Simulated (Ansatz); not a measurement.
**Carrier properties of SnO$_{2}$ under load (space group P4_2/mnm)**

Data:

```
CELL_PARAMETERS angstrom
      4.74508     0.00000     0.00000
      0.00000     4.74508     0.00000
      0.00000     0.00000     3.25672
ATOMIC_POSITIONS crystal
  Sn 0.00000 0.00000 0.00000
  Sn 0.50000 0.50000 0.50000
  O  0.30673 0.30673 0.00000
  O  0.69327 0.69327 0.00000
  O  0.80673 0.19327 0.50000
  O  0.19327 0.80673 0.50000
```

All values below come from r2SCAN, rigid bands (plane waves, PAW, scalar-relativistic; Ansatz, a program for electronic structure). Condition of this run: uniaxial stress along c of -4 GPa (compression positive) (the target of the relaxation). Geometry: cell and atoms relaxed with PBEsol, then loaded as said.

```
Property                                                                                                                                                           Result
---------------------------------------------------------------------------------------------------------------------------------------  --------------------------------
band gap                                                                                                                                                          1.58 eV
electron conductivity mass (300 K, dilute)                                                                                               0.22 (x), 0.22 (y), 0.191 (z) mₑ
hole conductivity mass (300 K, dilute)                                                                                                    1.50 (x), 1.50 (y), 1.89 (z) mₑ
effective density of states N_c (300 K)                                                                                                                       2.3e18 cm⁻³
effective density of states N_v (300 K)                                                                                                                       4.9e19 cm⁻³
density-of-states mass, electrons                                                                                                                                 0.20 mₑ
density-of-states mass, holes                                                                                                                                     1.56 mₑ
Seebeck coefficient, n-type 1e19 cm⁻³, 300 K                                                                                                                    -119 μV/K
best n-type power factor at 300 K for τ = 10 fs (best axis; densities from 1e16 to 1e21 cm⁻³ tried, whether or not they can be reached)       2.1 μW/(cm·K²) at 1e19 cm⁻³
Seebeck coefficient, p-type 1e19 cm⁻³, 300 K                                                                                                                     350 μV/K
best p-type power factor at 300 K for τ = 10 fs (best axis; densities from 1e16 to 1e21 cm⁻³ tried, whether or not they can be reached)       5.0 μW/(cm·K²) at 1e20 cm⁻³
```

Rigid bands; masses and Seebeck coefficients take one relaxation time τ for all states and one kind of carrier; polarons and phonon drag are left out. Spin-orbit coupling is left out; where it splits the top of the valence band, N_v and the p-type Seebeck coefficient come out somewhat high without it. Geometry: cell and atoms relaxed with PBEsol.
